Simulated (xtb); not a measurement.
xtb 6.7.1, GFN2-xTB: [CH2]C(C)CC(C)O, charge 0, multiplicity 2, 20 atoms. The geometry is a generated start, not checked to be a minimum at this level.

```yaml
method: GFN2-xTB
"--acc": 1 (default)
"--etemp (K)": 300 (default)
detailed input (--input): "none: ANC optimiser, Lindh (1995) Hessian, microcycle=20, maxdispl=1.0, hlow=0.01 (default)"
basis_functions: 41
valence_electrons: 43
```

```xyz
20

C     -1.5141    -1.1785    -1.1248
C     -1.2874    -0.6954     0.2499
C     -2.0158     0.6470     0.4786
C      0.2059    -0.5721     0.6192
C      1.0593     0.3577    -0.2490
C      2.5473     0.0832    -0.0114
O      0.7487     1.7022     0.0756
H     -1.0239    -0.7162    -1.9597
H     -2.3283    -1.8458    -1.3346
H     -1.7237    -1.4213     0.9476
H     -3.0649     0.5570     0.2062
H     -1.9442     0.9281     1.5266
H     -1.5567     1.4277    -0.1182
H      0.2760    -0.2141     1.6479
H      0.6458    -1.5698     0.5712
H      0.8380     0.1797    -1.3137
H      3.1590     0.7401    -0.6294
H      2.7914    -0.9463    -0.2608
H      2.7937     0.2618     1.0340
H      1.3940     2.2748    -0.3552
```

Charge 0 and multiplicity 2 are set for this test and not shown to be the ground state. GFN-xTB has no spin term: --uhf 1 sets the occupations alone.

The structure is relaxed from this start with --opt LEVEL for the levels crude, sloppy, loose, lax, normal, tight, vtight, extreme, once each. Up to the end of the extreme run atoms move by at most 1.3 Å along an axis.

Question: Which level is enough to come within 1 meV of the tightest end point?

Answer: normal: 49 cycles against 62, ending 0.16 meV above.

```csv
level,cycles,energy above the extreme run (meV),gradient norm (eV/Å)
crude,1,74,0.12
sloppy,1,74,0.12
loose,1,74,0.12
lax,1,74,0.12
normal,49,0.16,0.020
tight,53,under 0.01,0.0080
vtight,58,under 0.01,0.0014
extreme,62,—,0.0012
```
